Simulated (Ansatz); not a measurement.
The structure below was relaxed with PBE-D3(BJ), PAW, 420 eV (Ansatz, a quantum-chemistry and plane-wave program; scalar-relativistic without spin-orbit coupling), earlier PAW set.

Space group P2/m (No. 10); a = 6.8511 Å, b = 4.2972 Å, c = 7.6486 Å, α = γ = 90.00°, β = 91.02°

```tsv
atom	site	symmetry	x	y	z
Pb	1a	2/m	0.0000	0.0000	0.0000
Si	1f	2/m	0.0000	0.5000	0.5000
I	2m	m	0.2496	0.0000	0.3581
I	2n	m	0.7282	0.5000	0.1921
```

Write out a cell with all atoms.


```cif
data_I4PbSi
_chemical_formula_sum 'Pb1 Si1 I4'
_space_group_name_H-M_alt 'P 1'
_space_group_IT_number 1
_cell_length_a 6.85105
_cell_length_b 4.29716
_cell_length_c 7.64859
_cell_angle_alpha 90.000
_cell_angle_beta 91.023
_cell_angle_gamma 90.000
loop_
_space_group_symop_operation_xyz
  'x, y, z'
loop_
_atom_site_label
_atom_site_type_symbol
_atom_site_fract_x
_atom_site_fract_y
_atom_site_fract_z
_atom_site_occupancy
Pb1 Pb 0.00000 0.00000 0.00000 1
Si1 Si 0.00000 0.50000 0.50000 1
I1 I 0.75039 0.00000 0.64190 1
I2 I 0.72818 0.50000 0.19207 1
I3 I 0.27182 0.50000 0.80793 1
I4 I 0.24961 0.00000 0.35810 1
```
This is the conventional cell.

Each cell is one ordered arrangement of few atoms, which overstates ordering effects compared with a random alloy. Stability against distortions was not tested. The cell was made from PbI2 by this change: x(Si) = 0.5, 6 atoms, P2/m. The D3 term's C6 switches between coordination references near this geometry, which can add small steps to energies.
